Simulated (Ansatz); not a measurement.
Rock-salt NaH, treated with PBEsol-D3(BJ) (PAW; Ansatz, a quantum-chemistry and plane-wave program).

Numerical settings: plane-wave cutoff 520 eV, 12×12×12 k mesh, Fermi–Dirac smearing 0.01 eV, scalar-relativistic PAW data made under PBE.

Results at a series of volumes:

```
V (Å³/atom)  E − E_lowest (meV/atom)  P (GPa)
-----------  -----------------------  -------
12.048                          4.31    1.889
12.304                          1.85    1.197
12.560                          0.45    0.569
12.817                          0.00   -0.001
13.073                          0.42   -0.520
13.329                          1.64   -0.991
13.585                          3.57   -1.420
```

### Question
Estimate the bulk modulus from the pressures at 12.560 and 13.073 Å³/atom, and compare it with a fit to all energies.

### Answer
B = −V dP/dV. Between V = 12.560 and 13.073 Å³/atom, dP/dV = (-0.520 − (0.569))/(13.073 − 12.560) = -2.12 GPa per Å³/atom; at the midpoint 12.817 Å³/atom this gives B ≈ 27.2 GPa. The third-order Birch–Murnaghan fit gives V0 = 12.816 Å³/atom, B0 = 27.2 GPa, B′ = 3.8, which lies within 1 % of that estimate.

Measured, for comparison: bulk modulus 19.4 ± 2 GPa (room temperature, no zero-point or thermal correction; as tabulated in High-pressure studies of NaH to 54 GPa); equilibrium volume per atom 14.46 Å³/atom (room temperature, no zero-point or thermal correction; as tabulated in Thermodynamic Modeling of Hydrogen Storage Capacity in Mg-Na Alloys). Computed (rounded) less measured: bulk modulus +40 % (against room or unstated temperature, where such soft solids are markedly softer), equilibrium volume per atom -11.3 %.
